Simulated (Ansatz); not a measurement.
Fermi-surface data of IrSn$_{2}$ (Fm-3m)

```
IrSn2
1.0
    0.00000     3.17339     3.17339
    3.17339     0.00000     3.17339
    3.17339     3.17339     0.00000
Sn Ir
2 1
Direct
  0.75000   0.75000   0.75000
  0.25000   0.25000   0.25000
  0.00000   0.00000   0.00000
```

Method: PBEsol, rigid bands (plane waves, PAW, scalar-relativistic; Ansatz, a quantum-chemistry and plane-wave program). Cell: cell and atoms relaxed with PBEsol.

```json
{
  "density of states at the Fermi level": "1.40 states/(eV·cell), both spins",
  "bare Sommerfeld coefficient": "1.10 mJ/(mol of atoms·K²)",
  "drude_plasma_energy": "5.9 eV",
  "root-mean-square Fermi velocity": "7.8e5 m/s",
  "resistivity times τ": "13.9 ×10⁻²² Ω·m·s"
}
```

A metal at this level (no band gap); rigid bands, thermally averaged at 300 K, both spins. Spin-orbit coupling is left out, which matters with elements this heavy. τ is one relaxation time for all states.

Formula and space group known from diffraction (Crystallography Open Database), not checked to be the room-temperature form: IrSn2 (Fm-3m).
